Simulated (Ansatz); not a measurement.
# Response to strain in Al2O3

Start from Al2O3 in the corundum structure (space group R-3c, No. 167; a = 4.729 Å, c = 12.892 Å (hexagonal axes)).

Strains are applied to the cell and any free atomic positions relax.

Calculations: Kohn–Sham DFT with the LDA functional, run in Ansatz (an electronic-structure program) with PAW and 420 eV plane waves, no spin-orbit coupling.

Notes on the quantities. pressure: mean of the normal stresses, compression positive.

```csv
isotropic strain (%),pressure (GPa)
-3,28.2
-2.25,20.1
-1.5,?
-0.75,6.1
0,0.0
```

Problem. Fit P = P₀ − Bδ + Cδ² with δ = (1 + ε)³ − 1 to the rows shown and predict the withheld row.

Solution. Least squares on the printed values gives P₀ = 0.0 GPa, B = 252 GPa (at held cell shape), C = 811 GPa (largest residual 0.1 GPa); this predicts 12.8 GPa, and the run gives 12.8 GPa, in agreement.

Stability against distortions was not tested.
